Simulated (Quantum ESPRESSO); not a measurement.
Worked example: self-consistent single point of Nb5SiB2 (I4/mcm, 16 atoms in the cell) in Quantum ESPRESSO.

Computed with LDA (PZ), GBRV 1.5 ultrasoft (LDA) pseudopotentials (plane waves; Quantum ESPRESSO).

```yaml
crystal:
  lattice:
    - [-3.13508, 3.13508, 5.84020]
    - [3.13508, -3.13508, 5.84020]
    - [3.13508, 3.13508, -5.84020]
  atoms:
    - { symbol: Nb, position: [0.00000, 0.00000, 0.00000] }
    - { symbol: Nb, position: [0.50000, 0.50000, 0.00000] }
    - { symbol: Nb, position: [0.80721, 0.30721, 0.83872] }
    - { symbol: Nb, position: [0.19279, 0.69279, 0.16128] }
    - { symbol: Nb, position: [0.30721, 0.46849, 0.50000] }
    - { symbol: Nb, position: [0.69279, 0.53151, 0.50000] }
    - { symbol: Nb, position: [0.46849, 0.96849, 0.16128] }
    - { symbol: Nb, position: [0.53151, 0.03151, 0.83872] }
    - { symbol: Nb, position: [0.96849, 0.80721, 0.50000] }
    - { symbol: Nb, position: [0.03151, 0.19279, 0.50000] }
    - { symbol: Si, position: [0.25000, 0.25000, 0.00000] }
    - { symbol: Si, position: [0.75000, 0.75000, 0.00000] }
    - { symbol: B, position: [0.11199, 0.61199, 0.72398] }
    - { symbol: B, position: [0.88801, 0.38801, 0.27602] }
    - { symbol: B, position: [0.61199, 0.88801, 0.50000] }
    - { symbol: B, position: [0.38801, 0.11199, 0.50000] }
```

Reference input (self-consistent single point, DFT, LDA (PZ), plane waves, GBRV 1.5 ultrasoft (LDA) pseudopotentials): ecutwfc = 40 Ry; ecutrho = 320 Ry; occupations = smearing; smearing = gauss; degauss = 0.0073499 Ry; potentials = {Nb: nb_lda_v1.uspp.F.UPF, Si: si_lda_v1.uspp.F.UPF, B: b_lda_v1.4.uspp.F.UPF}; K_POINTS = automatic 5 5 5 1 1 1; conv_thr = 1e-11 Ry. This run's input differs from it in these lines:

```diff
@@ -19,3 +19,3 @@
 &electrons
-  conv_thr = 1.0e-11
+  conv_thr = 7.3e-03
 /
```

Output (repeated stretches shortened):

```
     Self-consistent Calculation

     iteration #  1     ecut=    40.00 Ry     beta= 0.70

     total energy              =   -1224.54221591 Ry
     estimated scf accuracy    <       3.85256917 Ry

     iteration #  2     ecut=    40.00 Ry     beta= 0.70

     total energy              =   -1223.86312856 Ry
     estimated scf accuracy    <      12.93032556 Ry

     iteration #  3     ecut=    40.00 Ry     beta= 0.70

     total energy              =   -1225.92669706 Ry
     estimated scf accuracy    <       4.32678161 Ry

     iteration #  4     ecut=    40.00 Ry     beta= 0.70

     total energy              =   -1226.45055623 Ry
     estimated scf accuracy    <       0.15318445 Ry

     iteration #  5     ecut=    40.00 Ry     beta= 0.70

     total energy              =   -1226.50041395 Ry
     estimated scf accuracy    <       0.01544261 Ry

     iteration #  6     ecut=    40.00 Ry     beta= 0.70
     c_bands:  2 eigenvalues not converged
     c_bands:  1 eigenvalues not converged
     End of self-consistent calculation

     the Fermi energy is    16.3215 ev

!    total energy              =   -1226.50207765 Ry
     estimated scf accuracy    <       0.00164562 Ry
     smearing contrib. (-TS)   =      -0.00280090 Ry
     internal energy E=F+TS    =   -1226.49927675 Ry

     convergence has been achieved in   6 iterations

     Forces acting on atoms (cartesian axes, Ry/au):

     atom    1 type  1   force =    -0.00000000   -0.00000000   -0.00000000
     atom    2 type  1   force =     0.00000000    0.00000000    0.00000000
     atom    3 type  1   force =    -0.00044348   -0.00044348   -0.00661221
     atom    4 type  1   force =     0.00044348    0.00044348    0.00661221
     atom    5 type  1   force =     0.00044348   -0.00044348   -0.00661221
   [... lines left out ...]
     Total force =     0.018806     Total SCF correction =     0.260419
   [... lines left out ...]
     SCF correction compared to forces is large: reduce conv_thr to get better values

          total   stress  (Ry/bohr**3)                   (kbar)     P=     -107.99
  -0.00073992   0.00000000  -0.00000000         -108.85        0.00       -0.00
   0.00000000  -0.00073992  -0.00000000            0.00     -108.85       -0.00
  -0.00000000  -0.00000000  -0.00072251           -0.00       -0.00     -106.29

   JOB DONE.
```

The run converged in 6 iterations. Against the reference run the free energy rises by 1.1 meV/atom, the pressure hardly changes (-10.77 to -10.80 GPa) and the largest force goes from 0.272 to 0.171 eV/Å. The full log also holds: “SCF correction compared to forces is large: reduce conv_thr to get better values”.

The starting cell comes from a database of computed structures (which also holds hypothetical and non-ambient phases and stackings), without a prior relaxation at this level. Spin polarisation is off. With a pressure of about -11 GPa the cell is away from its equilibrium volume at this level.

Cost on one core of a shared machine: roughly 4 min.
